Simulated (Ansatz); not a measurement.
Input and output of a relaxation of cell and atoms for Si2W (I4/mmm, 3 atoms in the cell) (Ansatz, a first-principles code).

Method: PBE (plane waves, PAW; Ansatz).

```
CELL_PARAMETERS angstrom
     -1.60736     1.60736     3.90103
      1.60736    -1.60736     3.90103
      1.60736     1.60736    -3.90103
ATOMIC_POSITIONS crystal
  Si 0.33499 0.33499 0.00000
  Si 0.66501 0.66501 0.00000
  W  0.00000 0.00000 0.00000
```

Reference input (self-consistent single point, DFT, PBE, plane waves, default PAW files): kpoints.mp_grid.grid = 10 10 10; kpoints.mp_grid.shift = 0.5 0.5 0.5; hamiltonian.xc = pbe; hamiltonian.pseudopotentials = {kind: paw} (the program's default PAW files); scf.occupations.method = gaussian; scf.occupations.width = 0.02 Ry. This run's input differs from it in these lines:

Ansatz 0.2 input:
```diff
@@ -9,2 +9,4 @@
     - { symbol: W, position_ang: [0.000000, 0.000000, 0.000000] }
+basis:
+  ecutwfc: 43.4 Ry
 kpoints:
@@ -16,2 +18,4 @@
   occupations: { method: gaussian, width: 0.02 Ry }
+relax:
+  cell: {}
 output:
```

Log, with long lists cut:

```
   [... SCF lines of the steps left out ...]
relax step   1: F+E_penalty+E_count = -11657.45668305 eV  Δ(F+E_penalty+E_count) = +0.000e0 eV  max|allowed force component| = 1.216e-1 eV/Å  Δτ_max = 0.0000 Å  P = +4.170 GPa  Ω = 40.315 Å³  (6 SCF iters, dr2 threshold 1.00e-7 eV, accepted)
relax step   2: F+E_penalty+E_count = -11657.46604010 eV  Δ(F+E_penalty+E_count) = -9.357e-3 eV  max|allowed force component| = 1.774e-2 eV/Å  Δτ_max = 0.0039 Å  P = -1.268 GPa  Ω = 41.266 Å³  energy of the carried Pulay correction = -2.055e-5 eV  [...]
relax step   3: F+E_penalty+E_count = -11657.46699989 eV  Δ(F+E_penalty+E_count) = -9.598e-4 eV  max|allowed force component| = 1.065e-3 eV/Å  Δτ_max = 0.0002 Å  P = -0.025 GPa  Ω = 41.029 Å³  energy of the carried Pulay correction = -1.547e-5 eV  [...]
relax step   4: F+E_penalty+E_count = -11657.46700523 eV  Δ(F+E_penalty+E_count) = -5.340e-6 eV  max|allowed force component| = 1.424e-3 eV/Å  Δτ_max = 0.0000 Å  P = +0.002 GPa  Ω = 41.026 Å³  energy of the carried Pulay correction = -1.540e-5 eV  [...]
relax step   5: F+E_penalty+E_count = -11657.46702080 eV  Δ(F+E_penalty+E_count) = -1.556e-5 eV  max|allowed force component| = 1.397e-3 eV/Å  Δτ_max = 0.0000 Å  P = +0.001 GPa  Ω = 41.026 Å³  stress off target by 1.78e-2 GPa  SCF on the basis [...]
basis re-selected at this cell: Δ(F+E_penalty+E_count) = -1.556e-5 eV, ΔP = -0.000 GPa vs the last step
the relaxation is at rest under the 16 symmetry operations that the run kept from its start: a minimum is not shown …
Stability not checked: this state was not tested for a lower state beside it, because too few of the mixer's solves of this state at the end of the SCF gave a …
Free energy (F): -11657.467021 eV
Internal energy: -11657.453408 eV  (E = F + TS)
   [... lines left out ...]
Fermi energy:    16.465409 eV
  cell:  # Å, volume = 41.0257 Å³
   [... lines left out ...]
    - [1.6145144050832498, -1.6145144050832498, 3.9347066618103117]
    - [1.6145144050832498, 1.6145144050832498, -3.9347066618103117]
  atoms:
    - { symbol: Si, position: [0.3345170897924861, 0.3345170897924861, -1.0967656428444481e-34] }
    - { symbol: Si, position: [0.6654829102075137, 0.6654829102075137, 4.925835568488019e-35] }
    - { symbol: W, position: [-2.171305904477437e-21, -2.171305904477393e-21, -2.3433366815843493e-34] }
```

The run converged.  The full log also holds: “iter 5 did not close the SCF: its close was put off for the readings that it lacked (scf_convergence_deferred on its scf_iter line)”.

Summary of the result:
```
Item                                                                                                                  Result
-----------------------------------------------  ---------------------------------------------------------------------------
Free energy E − TS (on the zero of these files)                                                               -11657.4670 eV
Fermi level (on the code's own zero)                                                                                16.47 eV
Pressure                                                                                                            0.00 GPa
Largest force (vector length)                                                                                     0.001 eV/Å
Final cell                                       a = 4.549 Å, b = 4.549 Å, c = 4.549 Å, α = 138.43°, β = 138.43°, γ = 60.25°
Final volume per atom                                                                                               13.68 Å³
Relaxation steps                                                                                                           5
```

The starting cell comes from a database of computed structures (which also holds hypothetical and non-ambient phases and stackings), without a prior relaxation at this level. Spin polarisation is off. The relaxation keeps the symmetry of its start, so its end need not be a minimum. Ansatz's pressure includes its estimate of the finite-basis (Pulay) stress.

Cost on one core of a shared machine: roughly 40 s.
